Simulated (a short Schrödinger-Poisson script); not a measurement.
System: MOS inversion layer, SiO2 on p-type GaAs, at 300 K.

| layer | material | thickness (nm) | Na (cm⁻³) |
|---|---|---|---|
| 1 | SiO2 | 1.5 | - |
| 2 | GaAs | 310 | 2.6e18 |

Constants are typed, rounded textbook-type inputs, not results; the design itself was drawn at random and stands for no fabricated device. SiO2: permittivity 3.9, conduction-band edge (eV) 3.17, gap (eV) 9, electron mass (mₑ) 0.5. GaAs: permittivity 12.9, conduction-band edge (eV) 0, gap (eV) 1.424, Nv at 300 K (cm⁻³) 9e18.

Channel valleys (confinement mass, in-plane density-of-states mass, number): Γ 0.067, 0.067, 1. At the gate the conduction-band edge of layer 1 lies 3.57 eV − eVg above the Fermi level of the channel; the field vanishes at the back. Gaps are held at their typed values at every temperature. Mesh 0.03 nm at interfaces.

From a short Schrödinger-Poisson script (our own, NumPy): 1D Poisson equation in equilibrium, electrons quantum, Hartree (BenDaniel-Duke, 12 states a valley, the channel's in-plane mass for all, wave functions free to enter the dielectric), parabolic valleys, classical holes, full ionisation, no traps, pinning or gate leakage.

### Question
List the lowest subbands of each valley and their electrons at Vg = 1.6 V.

### Answer
```csv
valley,subband,energy from the Fermi level (meV),electrons (cm⁻²),share (%)
Γ,0,-87.9,2.48e12,100.0
Γ,1,247.7,5.00e7,0.0
Γ,2,495.7,< 1e6,0.0
```

All electrons: 2.48e12 cm⁻².
